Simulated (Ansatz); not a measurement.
The reference is Ru in the hcp (Mg type) structure (space group P6_3/mmc, No. 194; a = 2.6756 Å, c = 4.2237 Å; relaxed with 0.1 eV smearing). Axes: x lies along a and z along c of the hexagonal cell.

Calculations: LDA in Ansatz (plane waves to 420 eV, PAW, no spin-orbit coupling).

For the base:

| Quantity | Result |
|---|---|
| Pressure | 0.0 GPa |
| Shortest interatomic distance | 2.617 Å |

The change: the cell is stretched by 2.00 % along z with no lateral relaxation, atoms relaxed at fixed cell.

**Question.** Estimate the effect on the energy relative to the base, pressure and shortest interatomic distance.

**Answer.** The energy grows by 12 meV/atom; the pressure (mean of the normal stresses, compression positive) goes from zero to -7.0 GPa; the shortest interatomic distance rises by 0.034 Å (2.617 Å → 2.651 Å).

The cells carry an imposed strain or load. Whether these cells are dynamically stable was not tested. All final runs are without spin polarisation.

Ansatz is an electronic-structure program.
